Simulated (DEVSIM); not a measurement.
System: abrupt GaSb p-n junction, at 300 K.

```
layer (left to right)  material  thickness (μm)  Nd (cm⁻³)  Na (cm⁻³)   τn (s)   τp (s)
---------------------  --------  --------------  ---------  ---------  -------  -------
1                          GaSb            29.0          -     1.1e17  5.9e-10  5.9e-10
2                          GaSb            5.40     1.5e16          -  5.9e-10  5.9e-10
```

Left contact: ohmic. Right contact: ohmic. Voltage is applied to the left contact. Recombination: SRH at mid-gap, radiative. Mobility is μmin + (μ − μmin)/(1 + (N/Nref)^α).

This is a model device: material constants are rounded textbook-type values typed into the input, and sizes, dopings and lifetimes were drawn at random. Values at 300 K. The table also holds parameters that only a changed run uses.

```tsv
parameter	GaSb
gap (eV)	0.726
affinity (eV)	4.06
permittivity	15.7
Nc (cm⁻³)	2.1e17
Nv (cm⁻³)	1.8e19
μn (cm²/Vs)	5000
μp (cm²/Vs)	850
μn,min	1000
μp,min	190
Nref,n	2.8e17
Nref,p	9e17
αn	1.05
αp	0.65
B (cm³/s)	1e-10
Cn (cm⁶/s)	5e-30
Cp (cm⁶/s)	5e-30
```

Model (solved in DEVSIM): 1D drift-diffusion, Boltzmann statistics, complete ionisation; no tunnelling, impact ionisation, image-force lowering or self-heating.

Base results: largest field in the device at zero bias (V/cm) 38000; dark forward voltage at 1 A/cm² (V) 0.297; potential step across the device at zero bias (V) 0.526; dark forward voltage at 100 A/cm² (V) 0.457.

**Question.** What follows from this one change: thickness of layer 2 5.4 → 1.1 μm?

**Answer.** largest field in the device at zero bias little changed (38000 V/cm); dark forward voltage at 1 A/cm² 0.297 → 0.291 V; potential step across the device at zero bias little changed (0.526 V); dark forward voltage at 100 A/cm² 0.457 → 0.446 V.

**Question.** What follows from this one change: minority lifetime in layer 2 5.9e-10 → 1.8e-11 s?

**Answer.** largest field in the device at zero bias little changed (38000 V/cm); dark forward voltage at 1 A/cm² 0.297 → 0.237 V; potential step across the device at zero bias little changed (0.526 V); dark forward voltage at 100 A/cm² 0.457 → 0.426 V.

**Question.** What follows from this one change: thickness of layer 1 29 → 87 μm?

**Answer.** largest field in the device at zero bias little changed (38000 V/cm); dark forward voltage at 1 A/cm² little changed (0.298 V); potential step across the device at zero bias little changed (0.526 V); dark forward voltage at 100 A/cm² 0.457 → 0.502 V.

**Question.** What follows from this one change: doping Nd of layer 2 1.5e+16 → 4.5e+16 cm^-3?

**Answer.** largest field in the device at zero bias 38000 → 61000 V/cm; dark forward voltage at 1 A/cm² 0.297 → 0.319 V; potential step across the device at zero bias 0.526 → 0.554 V; dark forward voltage at 100 A/cm² 0.457 → 0.473 V.

**Question.** What follows from this one change: constant mobility in place of the doping-dependent one?

**Answer.** largest field in the device at zero bias little changed (38000 V/cm); dark forward voltage at 1 A/cm² little changed (0.296 V); potential step across the device at zero bias little changed (0.526 V); dark forward voltage at 100 A/cm² 0.457 → 0.451 V.
